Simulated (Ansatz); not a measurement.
ZrSi (model structure, started from the TiAs type, P6₃/mmc, No. 194, 8 atoms in the cell)

The numbers are results of PBEsol in Ansatz (PAW), not measurements.

Run with plane-wave cutoff 500 eV, 12×12×4 k mesh (along the axes of the cell as run), Fermi–Dirac smearing 0.05 eV, scalar-relativistic PAW data made under PBE.

Cell (relaxed at this level):

```
CELL_PARAMETERS angstrom
      3.66314     0.00000     0.00000
     -1.83157     3.17237     0.00000
      0.00000     0.00000    13.38252
ATOMIC_POSITIONS crystal
  Zr 0.33333 0.66667 0.11922
  Zr 0.66667 0.33333 0.61922
  Zr 0.66667 0.33333 0.88078
  Zr 0.33333 0.66667 0.38078
  Si 0.00000 0.00000 0.00000
  Si 0.00000 0.00000 0.50000
  Si 0.33333 0.66667 0.75000
  Si 0.66667 0.33333 0.25000
```

```json
{
  "band_gap": "none"
}
```

Note: the relaxation could raise the start's symmetry but not lower it, so the cell can be a saddle point.

Spin–orbit coupling is not included.

The computed numbers hold no vibrational or temperature effects.

Computing time: roughly 2.2 core-minutes.

A model structure was made by putting elements into a prototype or built by hand; it is no filed structure, need not be a known phase, and can be a saddle point held by its symmetry.

Ansatz is a first-principles code.
